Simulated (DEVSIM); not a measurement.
Structure: abrupt Ge p-n junction, at 400 K.

| layer (left to right) | material | thickness (μm) | Nd (cm⁻³) | Na (cm⁻³) | τn (s) | τp (s) |
|---|---|---|---|---|---|---|
| 1 | Ge | 47.0 | - | 2.7e17 | 8.4e-5 | 8.4e-5 |
| 2 | Ge | 5.60 | 1.3e15 | - | 8.4e-5 | 8.4e-5 |

Left contact: ohmic. Right contact: ohmic. Voltage is applied to the left contact. Recombination: SRH at mid-gap, Auger. Mobility is μmin + (μ − μmin)/(1 + (N/Nref)^α).

Constants are typed, rounded textbook-type inputs, not results; the design itself was drawn at random and stands for no fabricated device. Values at 300 K; Nc and Nv go as T^1.5, mobilities as T to minus their exponent, the gap by Varshni's rule with the affinity fixed.

```csv
parameter,Ge
gap (eV),0.664
affinity (eV),4
permittivity,16
Nc (cm⁻³),1.04e19
Nv (cm⁻³),6e18
μn (cm²/Vs),3900
μp (cm²/Vs),1900
"μn,min",150
"μp,min",100
"Nref,n",2.6e17
"Nref,p",4e17
αn,0.56
αp,0.6
T exponent of μn,1.66
T exponent of μp,2.33
Cn (cm⁶/s),1e-31
Cp (cm⁶/s),1e-31
Varshni α (eV/K),0.000477
Varshni β (K),235
```

DEVSIM, 1D drift-diffusion, Boltzmann statistics, complete ionisation; no tunnelling, impact ionisation, image-force lowering or self-heating.

Q: Give the dark forward current.

A: 
(V (V), J (A/cm²)): (0.05, 19); (0.10, 58); (0.15, 120); (0.20, 220); (0.25, 350); (0.30, 500); (0.35, 690); (0.40, 900); (0.45, 1100); (0.50, 1400); (0.55, 1700); (0.60, 2100)
